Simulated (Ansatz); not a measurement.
The starting structures come from a database of crystals and need not be the phases stable at ambient conditions.

**Evanescent states of K2GeF6 (P6_3mc, not sure to be the ambient phase, 18 atoms a cell, 14.3 Å³ an atom) along the normal of (110)**

Level of theory: r2SCAN (plane waves, PAW; Ansatz, a quantum-chemistry and plane-wave program).

The gap is the functional's own. No spin-orbit coupling. Mid-gap values are interpolated on the energy grid.

Energies count from the valence-band top; κ is the least over a 4×4 mesh across the current.

```
E (eV)  κ (1/Å)  where
------  -------  -----
0.17      0.319      Γ
0.49      0.438      Γ
0.82      0.484      Γ
1.16      0.512      Γ
1.49      0.533      Γ
1.81          ?      Γ
2.15          ?      Γ
2.48          ?      Γ
2.81          ?      Γ
3.13          ?      Γ
3.46          ?      Γ
3.79          ?      Γ
4.12          ?      Γ
4.46      0.533      Γ
4.79          ?      Γ
5.12          ?      Γ
5.45          ?      Γ
5.78      0.436      Γ
6.11      0.396      Γ
6.43      0.344      Γ
6.76      0.275      Γ
7.09      0.163      Γ
```

**Question.** Some entries are withheld; supply them.

**Answer.** 
- 1.81, κ (1/Å): 0.548
- 2.15, κ (1/Å): 0.559
- 2.48, κ (1/Å): 0.565
- 2.81, κ (1/Å): 0.568
- 3.13, κ (1/Å): 0.568
- 3.46, κ (1/Å): 0.564
- 3.79, κ (1/Å): 0.557
- 4.12, κ (1/Å): 0.547
- 4.79, κ (1/Å): 0.516
- 5.12, κ (1/Å): 0.495
- 5.45, κ (1/Å): 0.468
